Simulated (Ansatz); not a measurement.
**CdTe, response to strain**

Base system: CdTe in the zinc blende structure (space group F-43m, No. 216; a = 6.4086 Å). Axes: x, y, z lie along the cube axes.

Strains are applied to the cell and any free atomic positions relax; under biaxial strain the out-of-plane vector relaxes too.

The values are results of Kohn–Sham DFT with the LDA functional, run in Ansatz (a quantum-chemistry and plane-wave program) with PAW and 420 eV plane waves, spin-orbit coupling left out, not measurements.

Notes on the quantities. energy relative to the base: free energy F; pressure: mean of the normal stresses, compression positive.

```tsv
case	volume per atom	energy relative to the base	pressure	band gap
base	32.90 Å³	0 meV/atom	0.0 kbar	0.61 eV
biaxial strain −3.00 %, plane normal [001], relaxed out of plane	32.20 Å³	+8.6 meV/atom	9.5 kbar	0.57 eV
biaxial strain −2.00 %, plane normal [001], relaxed out of plane	32.45 Å³	+3.7 meV/atom	6.1 kbar	0.59 eV
biaxial strain −1.50 %, plane normal [001], relaxed out of plane	32.57 Å³	?	4.5 kbar	0.60 eV
biaxial strain −1.00 %, plane normal [001], relaxed out of plane	32.68 Å³	+0.9 meV/atom	3.0 kbar	0.60 eV
biaxial strain +0.50 %, plane normal [001], relaxed out of plane	?	+0.2 meV/atom	-1.5 kbar	0.58 eV
biaxial strain +1.00 %, plane normal [001], relaxed out of plane	33.10 Å³	+0.9 meV/atom	?	0.54 eV
biaxial strain +2.00 %, plane normal [001], relaxed out of plane	33.27 Å³	?	-5.5 kbar	0.47 eV
biaxial strain +2.50 %, plane normal [001], relaxed out of plane	33.35 Å³	+5.3 meV/atom	-6.8 kbar	0.44 eV
biaxial strain +3.00 %, plane normal [001], relaxed out of plane	33.43 Å³	+7.6 meV/atom	-8.0 kbar	0.41 eV
```

Q: What belongs in the blanks?

A: 
- biaxial strain −1.50 %, plane normal [001], relaxed out of plane, energy relative to the base: +2.1 meV/atom
- biaxial strain +0.50 %, plane normal [001], relaxed out of plane, volume per atom: 33.00 Å³
- biaxial strain +1.00 %, plane normal [001], relaxed out of plane, pressure: -2.8 kbar
- biaxial strain +2.00 %, plane normal [001], relaxed out of plane, energy relative to the base: +3.4 meV/atom

With Te present, leaving out spin-orbit coupling can change the band edges. Whether these cells are dynamically stable was not tested.
